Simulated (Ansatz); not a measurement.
A working Ansatz (an electronic-structure program) input for Ca2CuO3 (P1, 6 atoms in the cell) (DFT, PBEsol, plane waves, default PAW files made with PBE):

Ansatz 0.2 input:
```yaml
# Ca2CuO3
crystal:
  lattice:
    - [-1.627500, 1.894075, 6.067680]
    - [1.627500, -1.894075, 6.067680]
    - [1.627500, 1.894075, -6.067680]
  atoms:
    - { symbol: Ca, position: [0.856677, 0.342993, 0.507481] }
    - { symbol: Ca, position: [0.132978, 0.648351, 0.487067] }
    - { symbol: Cu, position: [0.489405, 0.009403, 0.491897] }
    - { symbol: O, position: [0.001719, 0.005788, 0.000023] }
    - { symbol: O, position: [0.350312, 0.847582, 0.512508] }
    - { symbol: O, position: [0.668908, 0.145884, 0.501024] }
basis:
  ecutwfc: 420.0
kpoints:
  mp_grid: { grid: [6, 7, 9], shift: [0.5, 0.5, 0.5] }
hamiltonian:
  xc: pbesol
  pseudopotentials: { kind: paw }
scf:
  occupations: { method: fermi_dirac, width: 0.1 }
output:
  forces: true
  eigenvalues: true
  stress: true
```

The run converged in 9 iterations: free energy E − TS (on the zero of these files) -11864.5054 eV; Fermi level (on the code's own zero) 10.51 eV; pressure -1.32 GPa; largest force (vector length) 1.455 eV/Å. Each of these slips is then made, one at a time:

(1)
```diff
-  occupations: { method: fermi_dirac, width: 0.1 }
+  occupations: { method: mv, width: 0.1 }
```

(2)
```diff
-  mp_grid: { grid: [6, 7, 9], shift: [0.5, 0.5, 0.5] }
+  mp_grid: { grid: [1, 1, 1], shift: [0.5, 0.5, 0.5] }
```

What happens in each case?


(1) A value that the program does not know. The program stopped before any SCF iteration.
```
Error: YAML parse error: error: line 22 column 26: unknown occupation method `mv` (expected fermi_dirac | gaussian | methfessel_paxton | cold | fixed | tetrahedron | tetrahedron_uncorrected | explicit)
  --> <input>:22:26
   |
20 |   pseudopotentials: { kind: paw }
21 | scf:
22 |   occupations: { method: mv, width: 0.1 }
   |                        [...]
```

(2) A single k-point for a small metallic cell. The run converged in 11 iterations without an error; against the sound input the free energy goes up by 1.07 eV/atom, the pressure goes from -1.32 to 16.13 GPa and the largest force goes from 1.455 to 3.169 eV/Å.

The starting cell comes from a database of computed structures (which also holds hypothetical and non-ambient phases and stackings), without a prior relaxation at this level. Its atoms were displaced at random from the sites of space group no. 71. Spin polarisation is off; with an odd number of electrons in the cell that forces a metal, and a magnetic state may lie lower. In the base run, forces exceed 1 eV/Å. Ansatz's pressure includes its estimate of the finite-basis (Pulay) stress.

Left out of this page: 4 runs of the series outside the window shown, repeating another row's setting, or not comparable; 1 run of the series stopped by limits of time or memory.
